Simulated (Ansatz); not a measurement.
Band structure of LiAl₃ (I4/mmm, 4 atoms in the cell).

```yaml
crystal:
  lattice:
    - [-2.01826, 2.01826, 4.01818]
    - [2.01826, -2.01826, 4.01818]
    - [2.01826, 2.01826, -4.01818]
  atoms:
    - { symbol: Li, position: [0.00000, 0.00000, 0.00000] }
    - { symbol: Al, position: [0.75000, 0.25000, 0.50000] }
    - { symbol: Al, position: [0.25000, 0.75000, 0.50000] }
    - { symbol: Al, position: [0.50000, 0.50000, 0.00000] }
```

Method of the run: PBEsol, PAW files made with PBE (plane waves; Ansatz, an electronic-structure program).

Settings: basis.ecutwfc = 420 eV; kpoints.mp_grid.grid = 9 9 9; hamiltonian.xc = pbesol; hamiltonian.pseudopotentials = {kind: paw} (the program's default PAW files); scf.occupations.method = fermi_dirac; scf.occupations.width = 0.1 eV; kpoints.band_path.npoints = 8.

The starting cell comes from a database of computed structures (which also holds hypothetical and non-ambient phases and stackings), without a prior relaxation at this level. Its lattice was rescaled by a random factor within 2.5 % of one.

Levels in eV from the Fermi level, bands 3 to 9:
```
point      3      4      5      6      7      8     9
-----  -----  -----  -----  -----  -----  -----  ----
Γ      -2.02  -0.38  -0.25  -0.25   0.59   0.59  1.27
X      -5.69  -3.96  -3.85  -3.33  -1.17   2.23  2.56
Y      -5.82  -5.54  -3.77  -1.47   0.13   2.49  2.84
S      -6.96  -5.20  -0.82   0.87   1.37   2.95  3.27
Z      -7.02  -1.98  -1.98  -0.79   0.82   6.20  6.30
S1     -6.96  -5.20  -0.82   0.87   1.37   2.95  3.27
N      -6.72  -2.87  -2.49   0.35   0.91   1.86  3.31
P      -5.27  -5.27  -4.11  -0.85  -0.85  -0.48  1.17
Y1     -5.82  -5.54  -3.77  -1.47   0.13   2.49  2.84
```

Bands cross the Fermi level along this path, so the cell is metallic at this level.

Keys are those of Ansatz 0.2.
